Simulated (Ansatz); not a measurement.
ZnS (model structure, started from the NiAs type, P6₃/mmc, No. 194, 4 atoms in the cell), treated with r²SCAN (Ansatz, an electronic-structure program, PAW).

Input file:

Ansatz 0.2 input:
```yaml
crystal:
  lattice:
    - [3.5897250345, 0.0, 0.0]
    - [-1.7948625172, 3.1087930725, 0.0]
    - [0.0, 0.0, 5.8798490086]
  atoms:
    - { symbol: Zn, position: [0.0, 0.0, 0.0] }
    - { symbol: Zn, position: [0.0, 0.0, 0.5] }
    - { symbol: S, position: [0.3333333333, 0.6666666667, 0.25] }
    - { symbol: S, position: [0.6666666667, 0.3333333333, 0.75] }
basis:
  ecutwfc: 560
  ecutrho_ratio: 4
  xc_grid: 3
kpoints:
  mp_grid: { grid: [12, 12, 8] }
  band_path:
    path:
      - [0.0, 0.0, 0.0]
      - [0.05, 0.0, 0.0]
      - [0.1, 0.0, 0.0]
      - [0.15, 0.0, 0.0]
      - [0.2, 0.0, 0.0]
      - [0.25, 0.0, 0.0]
      - [0.3, 0.0, 0.0]
      - [0.35, 0.0, 0.0]
      - [0.4, 0.0, 0.0]
      - [0.45, 0.0, 0.0]
      - [0.5, 0.0, 0.0]
      - [0.466667, 0.066667, 0.0]
      - [0.433333, 0.133333, 0.0]
      - [0.4, 0.2, 0.0]
      - [0.366667, 0.266667, 0.0]
      - [0.333333, 0.333333, 0.0]
      - [0.30303, 0.30303, 0.0]
      - [0.272727, 0.272727, 0.0]
      - [0.242424, 0.242424, 0.0]
      - [0.212121, 0.212121, 0.0]
      - [0.181818, 0.181818, 0.0]
      - [0.151515, 0.151515, 0.0]
      - [0.121212, 0.121212, 0.0]
      - [0.090909, 0.090909, 0.0]
      - [0.060606, 0.060606, 0.0]
      - [0.030303, 0.030303, 0.0]
      - [0.0, 0.0, 0.125]
      - [0.0, 0.0, 0.25]
      - [0.0, 0.0, 0.375]
      - [0.0, 0.0, 0.5]
      - [0.05, 0.0, 0.5]
      - [0.1, 0.0, 0.5]
      - [0.15, 0.0, 0.5]
      - [0.2, 0.0, 0.5]
      - [0.25, 0.0, 0.5]
      - [0.3, 0.0, 0.5]
      - [0.35, 0.0, 0.5]
      - [0.4, 0.0, 0.5]
      - [0.45, 0.0, 0.5]
      - [0.5, 0.0, 0.5]
      - [0.466667, 0.066667, 0.5]
      - [0.433333, 0.133333, 0.5]
      - [0.4, 0.2, 0.5]
      - [0.366667, 0.266667, 0.5]
      - [0.333333, 0.333333, 0.5]
      - [0.30303, 0.30303, 0.5]
      - [0.272727, 0.272727, 0.5]
      - [0.242424, 0.242424, 0.5]
      - [0.212121, 0.212121, 0.5]
      - [0.181818, 0.181818, 0.5]
      - [0.151515, 0.151515, 0.5]
      - [0.121212, 0.121212, 0.5]
      - [0.090909, 0.090909, 0.5]
      - [0.060606, 0.060606, 0.5]
      - [0.030303, 0.030303, 0.5]
      - [0.5, 0.0, 0.375]
      - [0.5, 0.0, 0.25]
      - [0.5, 0.0, 0.125]
      - [0.333333, 0.333333, 0.375]
      - [0.333333, 0.333333, 0.25]
      - [0.333333, 0.333333, 0.125]
    npoints: 1
hamiltonian:
  xc: r2scan
  dispersion: none
  pseudopotentials: { kind: paw }
scf:
  occupations: { method: fermi_dirac, width: 0.01 }
  convergence: { dr2_threshold: 0.0000000004 }
output:
  forces: true
  stress: true
  eigenvalues: true
  write_bands: true
```

Excerpt of the program's output:

```
Crystal: 4 atoms, lattice volume = 65.617 Å³
Basis set: ecut = 560 eV, 1967 PW (Γ), exchange–correlation on 90×90×144 points (27 copies of the dense FFT grid, shifted against one another)
Bands: 22, of which v1, the nominal top of the filled ones, is band 18 counted from 1 (17 counted from 0)
Symmetry: 24 space group operations
Space group: P63/mmc (ITA 194), of the structure as read, at distance tolerance 4.0e-5 Å
k-points: 95 of 1152
Functional: x = r2scan, c = r2scan; τ floored in thin density (d = 2e-4 eV/Å³)
SCF iter   1: F=—  HF=-8465.539989 eV  |F-HF|=—  |Δ(HF+E_count)|=         —  Δρ=1.73e-2  dr2=8.57e-2  dr2_τ=1.13e-2
SCF iter   2: F=—  HF=-8465.555577 eV  |F-HF|=—  |Δ(HF+E_count)|=   1.56e-2  Δρ=4.53e-3  dr2=1.07e-2  dr2_τ=3.92e-4
  ...
SCF iter   8: F=—  HF=-8465.553950 eV  |F-HF|=—  |Δ(HF+E_count)|=   8.81e-9  Δρ=2.58e-6  dr2=5.12e-9  dr2_τ=1.04e-10
SCF iter   9: F=-8465.553950 eV  HF=-8465.553950 eV  |F-HF|=3.46e-11  |Δ(HF+E_count)|=   1.60e-9  Δρ=3.89e-7  dr2=9.19e-11  dr2_τ=6.70e-12
SCF 1 converged in 9 iterations: F = -8465.553950 eV  dr2 = 9.19e-11
SCF converged after 9 iterations
Free energy (F): -8465.553950 eV
Internal energy: -8465.553950 eV  (E = F + TS)
E sigma→0 (E₀):  -8465.553950 eV
Fermi energy:    8.545881 eV
--- Stress (GPa, compression-positive) ---
        0.000334      -0.000000      -0.000000
       -0.000000       0.000334       0.000000
       -0.000000       0.000000      -0.000007
  P = ⅓ Tr σ = 0.0002 GPa (0.002 kbar)
```

The PAW data were made under PBE.

Note: the relaxation could raise the start's symmetry but not lower it, so the cell can be a saddle point.

Cost on a shared machine: very roughly 18 core-seconds.

A model structure was made by putting elements into a prototype or built by hand; it is no filed structure, need not be a known phase, and can be a saddle point held by its symmetry.
